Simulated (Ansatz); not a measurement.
The reference is Rb in the bcc (W type) structure (space group Im-3m, No. 229; a = 5.7485 Å).

Computed with r2SCAN/PAW in Ansatz (a program for electronic structure), no spin-orbit coupling.

Before the change:

```
Quantity           Result
---------------  --------
Volume per atom  94.98 Å³
```

Now apply this change: La takes the place of Rb on all its sites, then cell and atoms are relaxed.

Problem. Predict the new volume per atom.

Solution. The volume per atom decreases by 56.70 Å³ to 38.28 Å³.

No phonon test of stability was made. For La in this form, whether it has been made was not checked. The final runs are not spin-polarised. This is not the structure that La has at room temperature and ambient pressure.
